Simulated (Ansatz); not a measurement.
**Effect of tensor shear ε_xy = +1.63 % on CsSnI3**

The reference is CsSnI₃ in the cubic perovskite structure (space group Pm-3m, No. 221; a = 6.130 Å). Axes: x, y, z lie along the cube axes.

The change: tensor shear ε_xy = +1.63 % (engineering shear γ = 0.0326); the atoms relax in the strained cell.

All numbers come from Kohn–Sham DFT with the PBEsol functional, run in Ansatz (an electronic-structure program) with PAW and 420 eV plane waves, scalar-relativistic without spin-orbit coupling. k-mesh 8×8×8 (Γ-centred); smearing 0.05 eV (Fermi–Dirac).

```json
[
 {"quantity": "volume per atom", "base": "46.08 Å³", "changed": "46.07 Å³", "shift": "-0.01 Å³"},
 {"quantity": "space group", "base": "Pm-3m (No. 221)", "changed": "Cmmm (No. 65)", "shift": "–"},
 {"quantity": "shortest interatomic distance", "base": "3.065 Å", "changed": "3.065 Å", "shift": "0.000 Å"},
 {"quantity": "energy relative to the base (free energy F)", "base": "0 meV/atom", "changed": "+0.7 meV/atom", "shift": "+0.7 meV/atom"},
 {"quantity": "pressure (mean of the normal stresses, compression positive)", "base": "0.00 GPa", "changed": "0.01 GPa", "shift": "+0.005 GPa"},
 {"quantity": "band gap (uncertain: the edges found look like a band crossing or inverted bands; the changed cell)", "base": "0.10 eV", "changed": "0.07 eV", "shift": "-0.03 eV"},
 {"quantity": "stress (xx, yy, zz, yz, xz, xy; compression positive)", "base": "–", "changed": "(0.01, 0.01, 0.00, 0.00, 0.00, -0.15) GPa", "shift": "–"}
]
```

Final structure:

```
CsSnI3
1.0
    6.13043     0.09993     0.00000
    0.09993     6.13043     0.00000
    0.00000     0.00000     6.13043
Cs Sn I
1 1 3
Cartesian
  0.00000   0.00000   0.00000
  3.11518   3.11518   3.06521
  0.04996   3.06521   3.06521
  3.11518   3.11518   0.00000
  3.06521   0.04996   3.06521
```

With I present, leaving out spin-orbit coupling can change the band edges. Stability against distortions was not tested. Many cubic perovskites are stable only at high temperature; tilts and polar distortions were not tested. A zero or small gap of CsSnI3 can be the functional's error rather than a property of the material.
